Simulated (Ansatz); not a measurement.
**A computed series for GaSb: alloy series**

The reference is GaSb in the zinc blende structure (space group F-43m, No. 216; a = 6.1324 Å).

The other end (x = 1) is GaP in the zinc blende structure (space group F-43m, No. 216): 20.25 Å³/atom, gap 1.85 eV.

P replaces a fraction x of Sb; each row is one arrangement (x, atoms in the cell, starting space group or random), fully relaxed.

Computed with r2SCAN/PAW in Ansatz (a quantum-chemistry and plane-wave program), no SOC.

Notes on the quantities. mixing energy: to 0.01 eV only: unlike meshes or grids.

```
change                       mixing energy  band gap  volume per atom
---------------------------  -------------  --------  ---------------
base                                     –   0.41 eV         28.83 Å³
x(P) = 0.25, 8 atoms, Amm2   +0.06 eV/atom      zero         26.57 Å³
x(P) = 0.333, 6 atoms, P3m1     (withheld)      zero       (withheld)
x(P) = 0.5, 4 atoms, R3m     +0.09 eV/atom      zero         24.42 Å³
x(P) = 0.5, 8 atoms, P-4m2    +71 meV/atom   0.64 eV         24.28 Å³
```

### Question
Fill in the withheld entries from the trend.

### Answer

- x(P) = 0.333, 6 atoms, P3m1, mixing energy: +0.08 eV/atom
- x(P) = 0.333, 6 atoms, P3m1, volume per atom: 25.90 Å³

These are small ordered cells, not random alloys; other orderings at the same x differ. With Sb present, leaving out spin-orbit coupling can change the band edges. Stability against distortions was not tested. The final runs are not spin-polarised. Gaps under 0.05 eV, about the width of the smearing, are given as zero. A zero or small gap of Ga4Sb3P, Ga3Sb2P and Ga2SbP can be the functional's error rather than a property of the material.
